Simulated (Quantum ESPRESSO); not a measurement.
Input and output of a self-consistent single point for W₉C₄ (R32, 26 atoms in the cell) (Quantum ESPRESSO).

Method of the run: LDA (PZ), GBRV 1.5 ultrasoft (LDA) pseudopotentials (plane waves; Quantum ESPRESSO).

```xyz
26
Lattice="4.5190 -2.6090 4.7807 0.0000 5.2181 4.7807 -4.5190 -2.6090 4.7807" Properties=species:S:1:pos:R:3 pbc="T T T"
W      3.0185     1.7353     8.3409
W     -3.0121     1.7464     8.3409
W     -0.0064    -3.4818     8.3409
W      3.0185    -1.7353     6.0011
W     -3.0121    -1.7464     6.0011
W     -0.0064     3.4818     6.0011
W     -0.0042     1.6735     3.5874
W     -1.4472    -0.8404     3.5874
W      1.4514    -0.8331     3.5874
W     -0.0042    -1.6735    10.7546
W     -1.4472     0.8404    10.7546
W      1.4514     0.8331    10.7546
W     -1.5033    -0.8591     8.3861
W      1.4957    -0.8724     8.3861
W      0.0076     1.7315     8.3861
W     -1.5033     0.8591     5.9559
W      1.4957     0.8724     5.9559
W      0.0076    -1.7315     5.9559
C      1.5108     2.6168     7.1710
C     -3.0216     0.0000     7.1710
C      1.5108    -2.6168     7.1710
C      3.0174    -0.0082     4.7807
C     -1.5016     2.6173     4.7807
C     -1.5159    -2.6090     4.7807
C      0.0000     0.0000     0.0000
C      0.0000     0.0000     7.1710
```

Reference input (self-consistent single point, DFT, LDA (PZ), plane waves, GBRV 1.5 ultrasoft (LDA) pseudopotentials): ecutwfc = 40 Ry; ecutrho = 320 Ry; occupations = smearing; smearing = gaussian; degauss = 0.019992 Ry; potentials = {W: w_lda_v1.2.uspp.F.UPF, C: c_lda_v1.2.uspp.F.UPF}; K_POINTS = automatic 3 3 3 0 0 0; conv_thr = 1e-10 Ry; mixing_beta = 0.4. This run's input differs from it in these lines:

```diff
@@ -17,3 +17,3 @@
    smearing = 'gaussian'
-   degauss = 0.019992
+   degauss = 0.02205
 /
@@ -54,3 +54,3 @@
 K_POINTS automatic
-3 3 3  0 0 0
+4 4 4  0 0 0
```

The program printed (abridged):

```
     Self-consistent Calculation

     iteration #  1     ecut=    40.00 Ry     beta= 0.40

     negative rho (up, down):  1.110E+00 0.000E+00

     total energy              =   -2957.12072090 Ry
     estimated scf accuracy    <       5.10113411 Ry

     iteration #  2     ecut=    40.00 Ry     beta= 0.40

     negative rho (up, down):  1.126E+00 0.000E+00

     total energy              =   -2958.38745386 Ry
     estimated scf accuracy    <       0.46225574 Ry

     iteration #  3     ecut=    40.00 Ry     beta= 0.40

     negative rho (up, down):  1.131E+00 0.000E+00

     total energy              =   -2958.41944468 Ry
     estimated scf accuracy    <       0.34330694 Ry

   [... 11 blocks of this kind left out ...]

     iteration # 15     ecut=    40.00 Ry     beta= 0.40

     negative rho (up, down):  1.153E+00 0.000E+00

     total energy              =   -2958.47382310 Ry
     estimated scf accuracy    <          7.3E-10 Ry

     iteration # 16     ecut=    40.00 Ry     beta= 0.40

     negative rho (up, down):  1.153E+00 0.000E+00
     End of self-consistent calculation

   [... 19 lines left out ...]

   [... 19 lines left out ...]

     the Fermi energy is    20.7536 ev

!    total energy              =   -2958.47382310 Ry
     estimated scf accuracy    <          6.5E-11 Ry
     smearing contrib. (-TS)   =      -0.03885505 Ry
     internal energy E=F+TS    =   -2958.43496805 Ry

     convergence has been achieved in  16 iterations

     negative rho (up, down):  1.153E+00 0.000E+00

     Forces acting on atoms (cartesian axes, Ry/au):

     atom    1 type  1   force =     0.00168869   -0.00144774    0.00165133
     atom    2 type  1   force =     0.00040943    0.00218632    0.00165133
     atom    3 type  1   force =    -0.00209813   -0.00073858    0.00165133
     atom    4 type  1   force =     0.00168869    0.00144774   -0.00165133
   [... lines left out ...]
     Total force =     0.012873     Total SCF correction =     0.000043
   [... lines left out ...]

     negative rho (up, down):  1.153E+00 0.000E+00
          total   stress  (Ry/bohr**3)                   (kbar)     P=     -180.79
  -0.00119968   0.00000000  -0.00000000         -176.48        0.00       -0.00
   0.00000000  -0.00119968  -0.00000000            0.00     -176.48       -0.00
  -0.00000000  -0.00000000  -0.00128769           -0.00       -0.00     -189.43

   JOB DONE.
```

The run converged in 16 iterations. Against the reference run the free energy falls by 2.8 meV/atom, the pressure stays near -18.08 GPa while the zz stress (positive for compression) goes from -18.44 to -18.94 GPa and the largest force goes from 0.071 to 0.078 eV/Å. The full log also holds: “c_bands:  1 eigenvalues not converged”.

The starting cell comes from a database of computed structures (which also holds hypothetical and non-ambient phases and stackings), without a prior relaxation at this level. Spin-orbit coupling is off. Spin polarisation is off. With a pressure of about -18 GPa the cell is away from its equilibrium volume at this level.

Cost on one core of a shared machine: roughly 20 min.
